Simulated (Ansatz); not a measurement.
TiAl (Pm-3m, No. 221, 2 atoms in the cell; start mp-1061123; a measured phase of this formula has another space group), treated with LDA in Ansatz (plane waves, PAW).

Numerical settings: plane-wave cutoff 520 eV, 18×18×18 k mesh, Fermi–Dirac smearing 0.05 eV, no spin polarisation, scalar-relativistic PAW data made under PBE.

Cell (relaxed at this level):

```cif
data_AlTi
_chemical_formula_sum 'Ti1 Al1'
_space_group_name_H-M_alt 'Pm-3m'
_space_group_IT_number 221
_space_group_name_Hall '-P 4 2 3'
_cell_length_a 3.12444
_cell_length_b 3.12444
_cell_length_c 3.12444
_cell_angle_alpha 90.000
_cell_angle_beta 90.000
_cell_angle_gamma 90.000
loop_
_atom_site_label
_atom_site_type_symbol
_atom_site_symmetry_multiplicity
_atom_site_Wyckoff_symbol
_atom_site_fract_x
_atom_site_fract_y
_atom_site_fract_z
_atom_site_occupancy
Ti1 Ti 1 a 0.00000 0.00000 0.00000 1
Al1 Al 1 b 0.50000 0.50000 0.50000 1
```

Q: Estimate the bulk modulus that the calculation returns.

A: 
* **bulk modulus**: 126 GPa

Note: the run has no spin polarisation, so it can have missed a magnetic state; the bulk modulus is −V dP/dV from two relaxed cells at ±2 % in volume; the relaxation could not lower the start's symmetry, so the cell can be a saddle point above a distorted one.

Computed values are for the static lattice.

It cost very roughly 22 core-seconds of CPU time.

A start named mp-… is a Materials Project structure, which need not be a measured phase.

Ansatz is a first-principles code.
